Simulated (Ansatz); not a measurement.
Base system: BN in the zinc blende structure (space group F-43m, No. 216; a = 3.581 Å). Axes: x, y, z lie along the cube axes.

Method: LDA, PAW, 420 eV (Ansatz, an electronic-structure program; no spin-orbit coupling).

For the base:

The smallest direct gap is 8.83 eV.

Modification: a pure shear with ε_xy = ε_yx = 0.0057, atoms relaxed at fixed cell.

### Question
Predict the new smallest direct gap.

### Answer
The smallest direct gap decreases by 0.18 eV (8.83 eV → 8.65 eV).

### Question
Predict the new energy relative to the base.

### Answer
The energy increases by 1.1 meV/atom.

The cells carry an imposed strain or load. Stability against distortions was not tested.
